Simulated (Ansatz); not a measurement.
**CrB (I4₁/amd, No. 141; cell taken from a computed entry)**

Computed with r²SCAN in Ansatz (plane waves, PAW).

Settings: plane-wave cutoff 500 eV, 20×20×20 k mesh, Fermi–Dirac smearing 0.05 eV, no spin polarisation, scalar-relativistic PAW data made under PBE.

Cell: relaxed at this level.

```json
{
  "equilibrium_volume_per_atom": "8.20 Å³/atom",
  "equilibrium_lattice_constant_a": "2.901 Å",
  "lattice_parameter_c": "15.593 Å",
  "band_gap": "zero (no gap)"
}
```

Note: the relaxation could not lower the start's symmetry, so the cell can be a saddle point above a distorted one.

Static lattice: no zero-point or thermal effects.

Ansatz is an electronic-structure program.
